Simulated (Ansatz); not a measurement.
An Ansatz (a first-principles code) input (Kohn–Sham DFT with the PBEsol functional, run in Ansatz with PAW and 420 eV plane waves, no spin-orbit coupling):

Ansatz 0.2 input:
```yaml
crystal:
  lattice:
    - [2.0560971553, 1.1870882461, 13.3778903308]
    - [-2.0560971553, 1.1870882461, 13.3778903308]
    - [0, -2.3741764922, 13.3778903308]
  atoms:
    - { symbol: Ca, position: [0, 0, 0] }
    - { symbol: Sr, position: [0.2526290179, 0.2526290179, 0.2526290179] }
    - { symbol: Sr, position: [0.5, 0.5, 0.5] }
    - { symbol: Sr, position: [0.7473709821, 0.7473709821, 0.7473709821] }
basis: { ecutwfc: 420, ecutrho_ratio: 4, xc_grid: 2, fft_grid_basis: typed }
kpoints: { mp_grid: { grid: [13, 13, 13] } }
hamiltonian:
  xc: pbesol
  dispersion: none
  pseudopotentials: { kind: paw }
scf: { occupations: { method: fermi_dirac, width: 0.05 }, convergence: { dr2_threshold: 0.0000000004 } }
output: { forces: true, stress: true }
checkpoint: { write: state.ck, write_every: 1000 }
```

Question: Which symmetry and how many k-points will the program report, and about how many plane waves at Γ?

Answer: Space group R-3m (ITA 166) with 12 operations, k-points 231 of 2197, and 3795 plane waves at Γ.

These are small ordered cells, not random alloys; other orderings at the same x differ. No phonon test of stability was made. The cell was made from Sr by this change: x(Ca) = 0.25, 4 atoms, R-3m.
